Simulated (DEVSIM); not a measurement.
Device: abrupt Si p-n junction, at 250 K.

| layer (left to right) | material | thickness (μm) | Nd (cm⁻³) | Na (cm⁻³) | τn (s) | τp (s) |
|---|---|---|---|---|---|---|
| 1 | Si | 59.0 | - | 3.3e14 | 0.00014 | 0.00014 |
| 2 | Si | 5.20 | 4.3e14 | - | 0.00014 | 0.00014 |

Left contact: ohmic. Right contact: ohmic. Voltage is applied to the left contact. Recombination: SRH at mid-gap, radiative. Mobility is constant in doping.

The device is made up for the run: typed textbook-type constants, with dimensions and the other settings drawn at random. Values at 300 K; Nc and Nv go as T^1.5, mobilities as T to minus their exponent, the gap by Varshni's rule with the affinity fixed.

```
parameter               Si
----------------  --------
gap (eV)             1.124
affinity (eV)         4.05
permittivity          11.7
Nc (cm⁻³)          2.86e19
Nv (cm⁻³)           3.1e19
μn (cm²/Vs)           1417
μp (cm²/Vs)            470
T exponent of μn       2.3
T exponent of μp       2.2
B (cm³/s)          4.7e-15
Varshni α (eV/K)  0.000473
Varshni β (K)          636
```

Model (solved in DEVSIM): 1D drift-diffusion, Boltzmann statistics, complete ionisation; no tunnelling, impact ionisation, image-force lowering or self-heating.

**Question.** Tabulate band edges, carrier densities and field at zero bias.

**Answer.** Energies count from the Fermi level of the right contact; mesh points crowd at the junctions.

| x (μm) | Ec (eV) | Ev (eV) | n (cm⁻³) | p (cm⁻³) | field (V/cm) |
|---|---|---|---|---|---|
| 0.000 | 0.895 | -0.241 | < 1e2 | 3.3e14 | ≈ 0 |
| 0.04257 | 0.895 | -0.241 | < 1e2 | 3.3e14 | ≈ 0 |
| 0.1683 | 0.895 | -0.241 | < 1e2 | 3.3e14 | ≈ 0 |
| 0.5091 | 0.895 | -0.241 | < 1e2 | 3.3e14 | ≈ 0 |
| 2.110 | 0.895 | -0.241 | < 1e2 | 3.3e14 | ≈ 0 |
| 5.891 | 0.895 | -0.241 | < 1e2 | 3.3e14 | ≈ 0 |
| 16.38 | 0.895 | -0.241 | < 1e2 | 3.3e14 | ≈ 0 |
| 45.42 | 0.895 | -0.241 | < 1e2 | 3.3e14 | ≈ 0 |
| 54.12 | 0.895 | -0.241 | < 1e2 | 3.3e14 | ≈ 0 |
| 57.33 | 0.894 | -0.242 | < 1e2 | 3.1e14 | -60 |
| 58.41 | 0.787 | -0.349 | 2900 | 2.2e12 | -3000 |
| 58.87 | 0.596 | -0.540 | 2.1e7 | 3.1e8 | -5300 |
| 58.97 | 0.542 | -0.594 | 2.6e8 | 2.5e7 | -5800 |
| 59.00 | 0.521 | -0.615 | 6.8e8 | 9400000 | -5900 |
| 59.09 | 0.473 | -0.663 | 6.3e9 | 1000000 | -5400 |
| 59.28 | 0.380 | -0.756 | 4.8e11 | 13000 | -4100 |
| 59.86 | 0.249 | -0.887 | 2.1e14 | < 1e2 | -770 |
| 61.41 | 0.233 | -0.903 | 4.3e14 | < 1e2 | ≈ 0 |
| 63.51 | 0.233 | -0.903 | 4.3e14 | < 1e2 | ≈ 0 |
| 63.96 | 0.233 | -0.903 | 4.3e14 | < 1e2 | ≈ 0 |
| 64.13 | 0.233 | -0.903 | 4.3e14 | < 1e2 | ≈ 0 |
| 64.20 | 0.233 | -0.903 | 4.3e14 | < 1e2 | ≈ 0 |
